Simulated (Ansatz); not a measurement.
## EuCl₃ (P6₃/m, No. 176; cell taken from a computed entry)

Computed with PBEsol (PAW; Ansatz, an electronic-structure program).

Run with plane-wave cutoff 500 eV, 6×10×6 k mesh (along the axes of the cell as run), Fermi–Dirac smearing 0.05 eV, spin-polarised start, scalar-relativistic PAW data made under PBE.

Cell (relaxed at this level):

```cif
data_Cl6Eu2
_chemical_formula_sum 'Eu2 Cl6'
_space_group_name_H-M_alt 'P 1'
_space_group_IT_number 1
_cell_length_a 7.37704
_cell_length_b 4.11359
_cell_length_c 7.37704
_cell_angle_alpha 90.000
_cell_angle_beta 120.000
_cell_angle_gamma 90.000
loop_
_space_group_symop_operation_xyz
  'x, y, z'
loop_
_atom_site_label
_atom_site_type_symbol
_atom_site_fract_x
_atom_site_fract_y
_atom_site_fract_z
_atom_site_occupancy
Eu1 Eu 0.33333 0.00000 0.66667 1
Eu2 Eu 0.66667 0.50000 0.33333 1
Cl1 Cl 0.69694 0.00000 0.61110 1
Cl2 Cl 0.38890 0.00000 0.08584 1
Cl3 Cl 0.08583 0.50000 0.69694 1
Cl4 Cl 0.30306 0.50000 0.38890 1
Cl5 Cl 0.61110 0.50000 0.91416 1
Cl6 Cl 0.91416 0.00000 0.30306 1
```

* **volume per atom**: 24.23 Å³/atom

Note: the magnetic order was assumed, not searched for or taken from measurement; the relaxation could not lower the start's symmetry, so the cell can be a saddle point above a distorted one; the 4f shell is treated without U or exact exchange, so its levels and filling can be wrong.

Spin–orbit coupling is not included.

It cost very roughly 30 core-minutes of CPU time.
